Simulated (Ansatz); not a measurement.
**Thickness series in BePd**

Take BePd in the CsCl type structure (space group Pm-3m, No. 221) as the base.

```
CELL_PARAMETERS angstrom
      2.79770     0.00000     0.00000
      0.00000     2.79770     0.00000
      0.00000     0.00000     2.79770
ATOMIC_POSITIONS crystal
  Be 0.00000 0.00000 0.00000
  Pd 0.50000 0.50000 0.50000
```

Cartesian axes are those of the cell as printed.

Free-standing slabs (2 atom(s) a layer) normal to [110] with 15 Å of vacuum; in-plane cell held at bulk.

Calculations: PBEsol (Ansatz, a program for electronic structure; PAW; 420 eV plane waves; scalar-relativistic without spin-orbit coupling).

Candidates:
(a) 7 layers
(b) 5 layers
(c) 2 layers
(d) 3 layers

Base values:

```
Item                            Result
-----------------------------  -------
Shortest interatomic distance  2.423 Å
```

Question: Order them by shortest interatomic distance, lowest first.

Answer: (c) 2 layers (2.306 Å), (a) 7 layers (2.340 Å), (b) 5 layers (2.346 Å), (d) 3 layers (2.376 Å)

No phonon test of stability was made. All final runs are without spin polarisation.
